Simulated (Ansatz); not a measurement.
Base system: TiC in the rock salt structure (space group Fm-3m, No. 225; a = 4.293 Å; relaxed with 0.1 eV smearing). Axes: x, y, z lie along the cube axes.

All numbers come from PBEsol, PAW, 420 eV (Ansatz, a first-principles code; without spin-orbit coupling), earlier PAW set.

Strains are applied to the cell and any free atomic positions relax; under biaxial strain the out-of-plane vector relaxes too.

One change was made to it. Results:

| quantity | base | after |
|---|---|---|
| energy relative to the base (free energy F) | 0 meV/atom | +1.5 meV/atom |
| band gap | zero | zero |

Problem. Name the change that was made.
A. isotropic strain +1.45 %
B. uniaxial strain ε_zz = −0.92 %
C. biaxial strain −1.78 %, plane normal [111], relaxed out of plane
D. biaxial strain −2.80 %, plane normal [110], relaxed out of plane

Solution. B, uniaxial strain ε_zz = −0.92 %. For comparison, the energy relative to the base in the other runs: biaxial strain −1.78 %, plane normal [111], relaxed out of plane gives +11 meV/atom; isotropic strain +1.45 % gives +15 meV/atom; biaxial strain −2.80 %, plane normal [110], relaxed out of plane gives +30 meV/atom.

Stability against distortions was not tested. All final runs are without spin polarisation.
